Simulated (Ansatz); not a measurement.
**TaAg (model structure, Cmcm, No. 63, 4 atoms in the cell): properties by level of theory**

| level (code) | bulk modulus B0 (GPa) | cohesive energy (eV/atom) |
|---|---|---|
| LDA (Ansatz) | … | … |
| PBE (Ansatz) | 146 | … |
| PBEsol (Ansatz) | … | 5.74 |
| r²SCAN (Ansatz) | 157 | 5.07 |

### Question
What belongs in the gaps?

### Answer

- LDA (Ansatz, a quantum-chemistry and plane-wave program), bulk modulus B0 (GPa): 186
- LDA (Ansatz), cohesive energy (eV/atom): 6.35
- PBE (Ansatz), cohesive energy (eV/atom): 5.02
- PBEsol (Ansatz), bulk modulus B0 (GPa): 170

Caveats: the bulk modulus is −V dP/dV from two relaxed cells at ±2 % in volume (LDA, PBE, PBEsol, r²SCAN). Ansatz's density-functional and Hartree–Fock values are scalar-relativistic unless marked +SOC, with PAW data made under PBE.

Unless a cell is named, each level is at its own relaxed cell (LDA 16.56, PBE 17.83, PBEsol 17.04, r²SCAN 17.46 Å³/atom).

Free atoms are spin-polarised, in the lowest state found; at levels without +SOC their spin–orbit coupling is left out.

A model structure was made by putting elements into a prototype or built by hand; it is no filed structure, need not be a known phase, and can be a saddle point held by its symmetry.
